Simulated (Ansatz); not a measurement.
The starting structures come from a database of crystals and need not be the phases stable at ambient conditions.

Input:

```
LaNbO4
1.0
    5.42031     0.00000     0.00000
    0.00000     5.42031     0.00000
    2.71015    -2.71015     5.80291
La Nb O
2 2 8
Cartesian
  0.00000   0.00000   0.00000
  2.71015   0.00000   2.90146
  2.71015   2.71015   0.00000
  5.42031   2.71015   2.90146
  4.09873   0.89348   4.78671
  4.52683   1.38858   1.88525
  6.74189  -0.89348   4.78671
  0.89348   4.03173   1.88525
  6.74189   1.81667   3.91766
  3.60364   4.03173   1.01621
  4.09873  -1.81667   3.91766
  1.81667   1.38858   1.01621
```

Space group of this cell: I4_1/a. The cell is taken as given; by PBEsol its mean pressure is -5.7 GPa.

Transport runs along the normal of the first two printed cell vectors, the (001) plane of the conventional cell.

No gap correction and no spin-orbit coupling; mid-gap values are interpolated between computed energies.

Estimate the band gap and the smallest decay constant κ at mid-gap that PBEsol in Ansatz (a program for electronic structure) returns for this system.

Gap 3.98 eV on a 6×6×6 mesh; κ = 0.441 1/Å, at the zone centre.
